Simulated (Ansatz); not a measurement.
**Computed paths: Nb-vacancy pair in fcc Cu, neutral cell**

System: Nb-vacancy pair (Nb on one host Cu site, one Cu site vacant) in fcc Cu (neutral cell). The numbers are results of PBE, PAW (plane waves to 420 eV; Ansatz, an electronic-structure program), not measurements.

Settings: 32 host sites, the relaxed PBE lattice, a 2×2×2 k-point mesh shifted by half a step, smearing 0.10 eV, spin-restricted, no image-charge correction. No zero-point or tunnelling terms. Forms of the defect that were not tried may lie lower.

Barriers: single points on a 4×4×4 k-point mesh shifted by half a step at the bands' geometries (they differ from the bands' own by up to 0.21 eV, and are uncertain by about as much).

| Route | Start site over the lowest site run (eV) | Hop (Å) | Forward barrier (eV) | Backward barrier (eV) | Neighbours at the start | Neighbours at the saddle | Saddle order | Forward, on the band's own sampling (eV) |
|---|---|---|---|---|---|---|---|---|
| Nb and the vacancy change places (Nb-vacancy distance between ideal sites 2.57 Å throughout) | 0.00 | 2.22 | 0.54 | 0.54 | 4 Cu at 2.57, 2 Cu at 2.61, 4 Cu at 2.67, Cu at 2.72 Å | 4 Cu at 2.50, 4 Cu at 2.82 Å | not checked, on a symmetry element | 0.75 |

Paths come from nudged elastic bands with a climbing image.  A band can be held on a symmetry element, so unchecked saddle points there may be too high.

The whole set of runs took around 1.1 core-hours (rough).
